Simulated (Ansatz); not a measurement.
C, response to strain

Take C in the diamond structure (space group Fd-3m, No. 227; a = 3.560 Å) as the base. Axes: x, y, z lie along the cube axes.

Strains are applied to the cell and any free atomic positions relax; under biaxial strain the out-of-plane vector relaxes too; under stress the whole cell relaxes.

Level of theory: r2SCAN, PAW, 500 eV (Ansatz, an electronic-structure program; no spin-orbit coupling), earlier PAW set.

Notes on the quantities. pressure: mean of the normal stresses, compression positive.

```tsv
case	space group	pressure	volume per atom
base	Fd-3m (No. 227)	0.00 GPa	5.64 Å³
biaxial strain −3.00 %, plane normal [110], relaxed out of plane	Imma (No. 74)	(withheld)	(withheld)
biaxial strain +1.45 %, plane normal [110], relaxed out of plane	Imma (No. 74)	-11.51 GPa	(withheld)
biaxial strain +2.46 %, plane normal [110], relaxed out of plane	Imma (No. 74)	-18.71 GPa	5.91 Å³
biaxial strain −0.55 %, plane normal [111], relaxed out of plane	R-3m (No. 166)	4.84 GPa	5.58 Å³
isotropic strain −5.36 %	Fd-3m (No. 227)	100.23 GPa	4.78 Å³
isotropic strain −1.70 %	Fd-3m (No. 227)	25.42 GPa	5.36 Å³
isotropic strain +3.17 %	Fd-3m (No. 227)	-35.41 GPa	6.19 Å³
tensor shear ε_yz = −3.57 %	Imma (No. 74)	2.59 GPa	5.63 Å³
uniaxial stress, 3 GPa tension along z	I4_1/amd (No. 141)	–	5.65 Å³
```

Complete the table.


- biaxial strain −3.00 %, plane normal [110], relaxed out of plane, pressure: 28.58 GPa
- biaxial strain −3.00 %, plane normal [110], relaxed out of plane, volume per atom: 5.33 Å³
- biaxial strain +1.45 %, plane normal [110], relaxed out of plane, volume per atom: 5.80 Å³

A biaxial case was relaxed in a doubled cell and then solved in the primitive one. Stability under load was not tested beyond the relaxation.
